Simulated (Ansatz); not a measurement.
The parent structure is W₂C (space group P-3m1, No. 164; a = 3.0343 Å, c = 4.6588 Å; relaxed with 0.1 eV smearing).

Level of theory: Kohn–Sham DFT with the PBE-D3(BJ) functional, run in Ansatz (an electronic-structure program) with PAW and 420 eV plane waves, spin-orbit coupling left out, earlier PAW set.

Base values:

Pressure: 0.0 GPa

The change: the cell is scaled by 1.0535 in all directions, atoms relaxed at fixed cell.

Question: How does this affect the energy relative to the base?

Answer: The energy grows by 0.273 eV/atom.

Question: Predict the new largest internal atomic displacement.

Answer: The largest internal atomic displacement comes out as 0.063 Å.

Question: How does this affect the pressure?

Answer: The pressure (mean of the normal stresses, compression positive) goes from zero to -35.6 GPa.

The cells carry an imposed strain or load. Stability against distortions was not tested. All final runs are without spin polarisation.
